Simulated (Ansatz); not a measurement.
**LaB (model structure, started from the NbN type, Fm-3m, No. 225, 2 atoms in the cell): properties by level of theory**

```tsv
level (code)	lattice constant a (Å)	bulk modulus (GPa)
LDA (Ansatz)	(withheld)	63.1
PBE (Ansatz)	5.671	(withheld)
PBEsol (Ansatz)	5.581	(withheld)
```

Some entries are withheld; supply them.


- LDA (Ansatz, a first-principles code), lattice constant a (Å): 5.528
- PBE (Ansatz), bulk modulus (GPa): 54.7
- PBEsol (Ansatz), bulk modulus (GPa): 59.0

Caveats: the bulk modulus is −V dP/dV from two relaxed cells at ±2 % in volume (LDA, PBE, PBEsol). Ansatz's density-functional and Hartree–Fock values are scalar-relativistic unless marked +SOC, with PAW data made under PBE.

A model structure was made by putting elements into a prototype or built by hand; it is no filed structure, need not be a known phase, and can be a saddle point held by its symmetry.
